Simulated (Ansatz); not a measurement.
Take GaSb in the zinc blende structure (space group F-43m, No. 216; a = 6.111 Å) as the base. Axes: x, y, z lie along the cube axes.

All numbers come from PBEsol/PAW in Ansatz (an electronic-structure program), scalar-relativistic without spin-orbit coupling.

For the base:

```
Property            Value
---------------  --------
Pressure          0.0 GPa
Volume per atom  28.53 Å³
```

Perturbation: biaxial strain +1.50 %, plane normal [001], relaxed out of plane (Cartesian); in-plane vectors clamped, the third vector and the atoms free.

Problem. What happens to the pressure, energy relative to the base and volume per atom?

Solution. The pressure (mean of the normal stresses, compression positive) goes from zero to -0.8 GPa; the energy grows by 3.3 meV/atom; the volume per atom goes up by 0.454 Å³, from 28.53 Å³ to 28.99 Å³.

No phonon test of stability was made. All final runs are without spin polarisation.
